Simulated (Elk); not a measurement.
Input and output of a self-consistent single point for Ag (Fm-3m, 1 atom in the cell) (Elk).

Computed with PBE, spin-orbit coupling in second variation, all-electron FP-LAPW, Elk's shipped species files, APW+lo basis with extra local orbitals (Elk).

```yaml
crystal:
  lattice:
    - [0.00000, 2.06080, 2.06080]
    - [2.06080, 0.00000, 2.06080]
    - [2.06080, 2.06080, 0.00000]
  atoms:
    - { symbol: Ag, position: [0.00000, 0.00000, 0.00000] }
```

Reference input (self-consistent single point, DFT, PBE, all-electron FP-LAPW, Elk's shipped species files, APW+lo basis with extra local orbitals): xctype = 20; rgkmax = 7.5; stype = 0; swidth = 0.00999582 Ha; ngridk = 9 9 9; gmaxvr = 14 1/bohr; nxlo = 2; lorbcnd = true; lmaxi = 3; maxscl = 100. This run's input differs from it in these lines:

```diff
@@ -5,2 +5,5 @@
   20
+
+spinorb
+  .true.
 
@@ -20,2 +23,5 @@
   3
+
+nempty
+  10
```

The program printed (abridged):

```
│ Self-consistent loop started │
│ Loop number : 1 │
 total energy                :     -5314.66819324
 total moment                :  -0.6951790484E-22 -0.2795448748E-22 -0.9142155324E-23
│ Loop number : 2 │
 total energy                :     -5314.88571929
 total moment                :  -0.2938889852E-22  0.5018143160E-23  0.5081008625E-22
RMS change in Kohn-Sham potential (target) :   0.8933669658E-01 (  0.1000000000E-05)
Absolute change in total energy (target)   :   0.2175260492     (  0.1000000000E-03)
│ Loop number : 3 │
 total energy                :     -5315.16003749
   [... lines left out ...]
 total energy                :     -5317.39315240
 total moment                :   0.9394888658E-22 -0.6398904814E-22  0.4281438789E-22
RMS change in Kohn-Sham potential (target) :   0.2211457358E-06 (  0.1000000000E-05)
Absolute change in total energy (target)   :   0.1523092587E-03 (  0.1000000000E-03)
│ Loop number : 18 │
 total energy                :     -5317.39313627
 total moment                :  -0.2734540475E-22  0.3386005372E-22 -0.7135603930E-22
RMS change in Kohn-Sham potential (target) :   0.2049630743E-07 (  0.1000000000E-05)
Absolute change in total energy (target)   :   0.2194314948E-04 (  0.1000000000E-03)
Convergence targets achieved

│ Loop number : 19 │

Energies :
 Fermi                       :     0.237495665256
 xc effective B-field        :    -0.362495398041E-08
 external B-field            :      0.00000000000
 total energy                :     -5317.39313684
 (external B-field energy excluded from total)

Density of states at Fermi energy :    3.423102885
 (states/Hartree/unit cell)

Estimated indirect band gap :   0.1995167708E-01
 from k-point     21 to k-point     10
Estimated direct band gap   :   0.1245083000
 at k-point     24

Charges :
 core                        :    28.00000000
 valence                     :    19.00000000
 interstitial                :    1.037049894
 muffin-tins (core leakage)
  species :    1 (Ag)
   atom    1                 :    45.96295011     (  0.1301469155E-08)
   [... lines left out ...]

Moments :
 interstitial                :  -0.6017007469E-23 -0.5828856751E-24 -0.1223664472E-23
 muffin-tins
  species :    1 (Ag)
   atom    1                 :  -0.5132483763E-22  0.3326924569E-22 -0.4235341244E-22
 total in muffin-tins        :  -0.5132483763E-22  0.3326924569E-22 -0.4235341244E-22
 total moment                :  -0.5734184509E-22  0.3268636002E-22 -0.4357707691E-22

│ Self-consistent loop stopped │
```

The run converged in 19 iterations. The count includes the last loop, which Elk runs after its targets are met. 

The starting cell comes from a database of computed structures (which also holds hypothetical and non-ambient phases and stackings), without a prior relaxation at this level. Its lattice was rescaled by a random factor within 2.5 % of one. Values depend on the basis (sphere radii, cutoffs, local orbitals), which need not be converged. The log's line on a gap gives a spacing of levels on this mesh, which the program prints for metals too.
